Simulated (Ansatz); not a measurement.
Consider the following.

End structure of Cl on the 1x1 (0001) surface of hcp Co, ferromagnetic, one in a 2x2 cell, started at the site 'hollow Co-Co-Co':

```xyz
17
Lattice="4.9858 0.0000 0.0000 -2.4929 4.3179 0.0000 0.0000 0.0000 25.5000" Properties=species:S:1:pos:R:3 pbc="T T T"
Co     1.2465     0.7196     9.7630
Co     0.0000     2.8786     9.7630
Co     3.7394     0.7196     9.7630
Co     2.4929     2.8786     9.7630
Co     0.0000     1.4393    11.7164
Co    -1.2465     3.5982    11.7164
Co     2.4929     1.4393    11.7164
Co     1.2465     3.5982    11.7164
Co     1.2465     0.7196    13.7861
Co    -0.0074     2.8743    13.7744
Co     3.7394     0.7281    13.7744
Co     2.5003     2.8743    13.7744
Co     0.0068     1.4354    15.7554
Co    -1.2465     3.6061    15.7554
Co     2.4861     1.4354    15.7554
Co     1.2465     3.5982    15.6665
Cl    -1.2465     2.1589    17.5975
```

Set-up: 17 atoms, 6.0 Å thick at the start under the adsorbate (thin: gaps and levels are the slab's own); mesh 7x7x1; 0.1 eV smearing; dipole correction on; 8 atoms held, the rest relaxed; held to the start's symmetry, so lower structures may exist; spin-polarised, no spin-orbit, no U, no dispersion correction. At the end it is bonded to 3 Co. In PBE it is, or lies within 0.03 eV of, the lowest of the starts that converged.

A negative adsorption energy means that the adsorbate is more stable on the surface than in its reference.

Give the change of the work function at the level Ansatz (an electronic-structure program) with PBE.

-0.012 eV

Predict the change of the step from the bottom to the top vacuum level, against the clean slab from PBE.

-0.008 eV

What is the computed work function of the top face (PBE)?

4.96 eV

Give the adsorption energy against ½ Cl2(g) at the level PBE.

-2.15 eV
